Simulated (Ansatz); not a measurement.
The reference is CdSe in the wurtzite structure (space group P6_3mc, No. 186; a = 4.3828 Å, c = 7.1544 Å). Axes: x lies along a and z along c of the hexagonal cell.

All numbers come from PBE in Ansatz (plane waves to 420 eV, PAW, no SOC).

Before the change:

* **Valence-band top at Γ**: 0.00, 0.00, -0.04 eV

Now apply this change: biaxial strain +0.60 %, plane normal [001], relaxed out of plane (Cartesian); in-plane vectors clamped, the third vector and the atoms free.

### Question
Predict the new electron mass.

### Answer
The electron mass is 0.054 mₑ out of plane, 0.058 mₑ in plane (at Γ).

### Question
How does this affect the valence-band top at Γ?

### Answer
The valence-band top at Γ (three highest levels, from the VBM) becomes 0.00, 0.00, 0.00 eV (base: 0.00, 0.00, -0.04 eV).

### Question
How does this affect the in-plane stress?

### Answer
The mean in-plane stress (compression positive) comes out as -0.4 GPa.

### Question
Estimate the effect on the out-of-plane strain.

### Answer
The out-of-plane strain comes out as -0.51 %.

The levels and masses belong to the bands next to the band gap. Masses are band curvatures over ±0.01 Å⁻¹ around the edge. Stability against distortions was not tested.

Ansatz is a quantum-chemistry and plane-wave program.
